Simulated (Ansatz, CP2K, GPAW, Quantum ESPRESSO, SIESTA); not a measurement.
Code comparison for HgAsPd5 (P4/mmm, 7 atoms in the cell)

Self-consistent single point, at a second geometry (lattice scaled by 0.98). First geometry:

```
CELL_PARAMETERS angstrom
      4.10257     0.00000     0.00000
      0.00000     4.10257     0.00000
      0.00000     0.00000     7.23312
ATOMIC_POSITIONS crystal
  Hg 0.50000 0.50000 0.00000
  As 0.00000 0.00000 0.50000
  Pd 0.00000 0.00000 0.00000
  Pd 0.50000 0.00000 0.70767
  Pd 0.50000 0.00000 0.29233
  Pd 0.00000 0.50000 0.70767
  Pd 0.00000 0.50000 0.29233
```

Shared settings, as Ansatz (an electronic-structure program) writes them: kpoints.mp_grid.grid = 6 6 3; scf.occupations.method = gaussian; scf.occupations.width = 0.05 eV. Potentials and cutoffs stand in the table.

```csv
code,model,ΔF from the first geometry (meV/atom),pressure (GPa),largest force (eV/Å),cutoff
Ansatz,"LDA (PW92), PAW files made with PBE",-83.0,-9.38,0.077,default
SIESTA,"LDA PW92, numerical atomic orbitals DZP, PseudoDojo LDA standard norm-conserving potentials (rewritten from UPF to PSML)",-71.2,-7.21,0.653,grid 350 Ry
Quantum ESPRESSO,"LDA (PZ), GBRV 1.5 ultrasoft (LDA) pseudopotentials",-77.6,-8.37,0.140,40 Ry
GPAW,"LDA (Perdew-Wang 92), GPAW PAW datasets LDA (gpaw-data 1.0.1)",-78.1,-8.57,0.097,550 eV
CP2K,"LDA (Pade form), GPW, DZVP-MOLOPT-SR-GTH basis, GTH-PADE potentials (GTH_POTENTIALS)",-97.1,-11.03,0.287,grid 500 Ry
```

On Ansatz's run: spin-orbit coupling is off. Spin polarisation is off; with an odd number of electrons in the cell that forces a metal, and a magnetic state may lie lower.

The spread over the programs that give each value: ΔF from the first geometry within 25.9 meV/atom; pressure within 3.82 GPa; largest force within 0.576 eV/Å.

SIESTA and CP2K use small atom-centred bases, whose incompleteness enters pressures, forces and empty levels differently from a plane-wave cutoff. Ansatz's pressure is given at a fixed set of plane waves, as the other plane-wave codes print theirs; with its correction for the finite basis it is -9.34 GPa. The same LDA comes in different parametrisations, which differ slightly. In the pressure, SIESTA (by 1.36) and CP2K (by 2.46) lie more than 1 GPa from the median of the plane-wave programs. In the force vectors, SIESTA (by 0.556) and CP2K (by 0.190) lie more than 0.08 eV/Å from the median of the plane-wave programs.

The starting cell comes from a database of computed structures (which also holds hypothetical and non-ambient phases and stackings), without a prior relaxation at this level. Its lattice was rescaled by a random factor within 2.5 % of one. For this run, on top of that: lattice scaled by 0.98.

Left out of this page: Elk (failed or unconverged); FLEUR (with a known weakness of the program).

Keys are those of Ansatz 0.2.
